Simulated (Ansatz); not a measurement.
What Mo interstitial (started 1.56 Å from the nearest host atom), symmetric start does to Mo

Start from a 27-atom supercell of Mo in the bcc (W type) structure (space group Im-3m, No. 229; a = 3.130 Å) at its relaxed geometry.

Now apply this change: one Mo atom is added in an open site, starting 1.56 Å from the nearest host atom, atoms relaxed at fixed cell.

The values are results of PBEsol in Ansatz (plane waves to 420 eV, PAW, without spin-orbit coupling), not measurements. k-mesh 5×5×5 (Γ-centred); smearing 0.05 eV (Fermi–Dirac).

The pressure increases by 18.2 GPa to 18.5 GPa and the largest displacement of a host atom from its site in the perfect cell is 0.64 Å. The final site of the added atom comes out as 14 Mo at 2.21–3.50 Å.

Cost of the whole job for the changed cell (relaxation, final SCF and bands): very roughly 13 core-minutes.

In so small a cell the defect repeats every few ångströms: this is an ordered compound, not a dilute defect. The defect started on the symmetric site and kept its symmetry, so it may sit on a saddle. The final runs are not spin-polarised. The defect cell is not spin-polarised.

Ansatz is a program for electronic structure.
